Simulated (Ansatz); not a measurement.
**CdTe under a change: I on a Te site, symmetric start**

Base system: a 16-atom supercell of CdTe in the zinc blende structure (space group F-43m, No. 216; a = 6.6180 Å) at its relaxed geometry.

Modification: a neutral I on a Te site, symmetric start, atoms relaxed at fixed cell.

Level of theory: PBE (Ansatz, a first-principles code), spin-orbit coupling left out. Settings: 3×3×3 k-points, 0.01 eV Fermi–Dirac smearing.

* **Pressure**: 1.3 GPa (base 0.0 GPa)
* **Energy gained by relaxation**: 0.28 eV
* **Largest displacement of a host atom from its site in the perfect cell**: 0.20 Å
* **Mean distance from the defect site to its nearest host atoms**: 307 pm (base 287 pm)

Final structure:

```xyz
16
Lattice="0.0000 6.6180 6.6180 6.6180 0.0000 6.6180 6.6180 6.6180 0.0000" Properties=species:S:1:pos:R:3 pbc="T T T"
I      4.9635     4.9635     4.9635
Te     8.2726     8.2726     4.9205
Te     8.2726     4.9205     8.2726
Te    11.6246     8.2726     8.2726
Te     4.9205     8.2726     8.2726
Te     8.2726    11.6246     8.2726
Te     8.2726     8.2726    11.6246
Te    11.5816    11.5816    11.5816
Cd    -0.0211    -0.0211    -0.0211
Cd     3.3301     3.3301    -0.0211
Cd     3.3301    -0.0211     3.3301
Cd     6.7351     3.1920     3.1920
Cd    -0.0211     3.3301     3.3301
Cd     3.1920     6.7351     3.1920
Cd     3.1920     3.1920     6.7351
Cd     6.7351     6.7351     6.7351
```

The magnetic state is the one reached from the starting moments; the real material's order can differ, and small cells can't hold many antiferromagnetic ones. The cell is small, so the values are those of an ordered compound at a high defect concentration; dilute-limit values will differ. A case with no gap was solved on a k-mesh chosen for an insulator, which is coarse for it. The defect started on the symmetric site and kept its symmetry, so it may sit on a saddle. Seeded moments were not kept for I on a Te site. The defect cell is spin-polarised and ends with 0.0 μB.
